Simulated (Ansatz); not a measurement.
Levels about the gap of amorphous Si24O51Al2 (77 atoms in a cell of 1144 Å³, 2.24 g/cm³; zone centre alone, so wide bands show as single levels with stretches between that a denser mesh fills), at the geometry that PBE relaxed, where it gives -1.5 GPa on a denser mesh. The participation number counts the atoms over which a state spreads; weights are charges in smoothed Voronoi cells. The levels come from a single point, so bond lengths are those of that geometry. Method of the levels: PBE, scalar-relativistic without spin-orbit coupling (Ansatz, an electronic-structure program). Sampling: the zone centre alone; Fermi-Dirac width 0.02 eV; no spin polarisation. At PBE the levels at the filled edge of the gap are localised (band-tail or defect states), and the nearest spread-out levels lie 4.5 eV apart at the zone centre.

The cell was made by melting and quenching with the CHGNet potential and then relaxed with DFT. O atoms were pushed apart under 1.9 Å during the dynamics, to hinder bonds among them. The hot cell started wider than the set density and was brought back towards it in steps. It is the lowest in DFT energy of 2 quenches. It is a model cell: composition and starting density were chosen by hand, and all elements were melted together. No dispersion term was used. Its density started from a set value of 2.24 and ended at 2.24 g/cm³. The quench (nominally 480 K/ps over its main leg) was far faster than any real one, so the model tends to hold more defects than a real film. Values belong to this one cell and scatter from quench to quench. The volume was held where the preparation left it and the shape relaxed, at a PBE pressure of -1.5 GPa (tension). Stress components on the final sampling reach 2.5 GPa. Cycles of charging lowered its energy after that relaxation.

```
E - E(highest filled), eV  filling  participation number        largest on  weight O  weight Si  weight Al
-------------------------  -------  --------------------  ----------------  --------  ---------  ---------
-0.59                       filled                  16.7   O, 2 neighbours      0.95       0.04       0.01
-0.52                       filled                   5.4   O, 2 neighbours      0.95       0.04       0.02
-0.50                       filled                  18.3   O, 2 neighbours      0.96       0.03       0.01
-0.46                       filled                  14.1   O, 2 neighbours      0.96       0.03       0.01
-0.24                       filled                   4.6   O, 2 neighbours      0.95       0.04       0.01
-0.11                       filled                   5.4   O, 2 neighbours      0.95       0.04       0.01
0.00                        filled                   3.8   O, 2 neighbours      0.96       0.03       0.01
4.02                         empty                  23.7  Si, 4 neighbours      0.61       0.37       0.02
5.36                         empty                  23.3  Si, 4 neighbours      0.62       0.35       0.03
5.63                         empty                  22.0  Si, 4 neighbours      0.61       0.35       0.05
6.26                         empty                  32.6  Si, 4 neighbours      0.64       0.35       0.01
6.40                         empty                  35.8  Si, 4 neighbours      0.65       0.34       0.01
```

Most localised among these is the filled level at +0.00 eV, on a O atom, which has 2 neighbours (Si 1.59 Å, Al 1.75 Å).
